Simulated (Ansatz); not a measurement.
The parent structure is CdTe in the zinc blende structure (space group F-43m, No. 216; a = 6.489 Å). Axes: x, y, z lie along the cube axes.

The values are results of Ansatz (a first-principles code), PBEsol, PAW, cutoff 420 eV, spin-orbit coupling left out, not measurements.

Before the change:

| Property | Result |
|---|---|
| Valley order | Γ 0.65 eV; L along ⟨111⟩ 1.74 eV |

It is then changed as follows: tensile biaxial strain of 2.00 % in the plane normal to [001], as in epitaxy on a mismatched substrate; the out-of-plane cell vector and the atoms relax.

How does this affect the energy relative to the base?

The energy goes up by 3.3 meV/atom.

How does this affect the valley order?

The valley order (the lowest conduction-band minima on the path, energy above the VBM, named in the base's zone) goes from Γ 0.65 eV; L along ⟨111⟩ 1.74 eV to Γ 0.51 eV; L along [1-1-1] 1.61 eV.

Predict the new ratio −ε⊥/ε∥.

The ratio −ε⊥/ε∥ comes out as 1.37.

With Te present, leaving out spin-orbit coupling can change the band edges. The levels and masses belong to the bands next to the band gap. Whether these cells are dynamically stable was not tested.
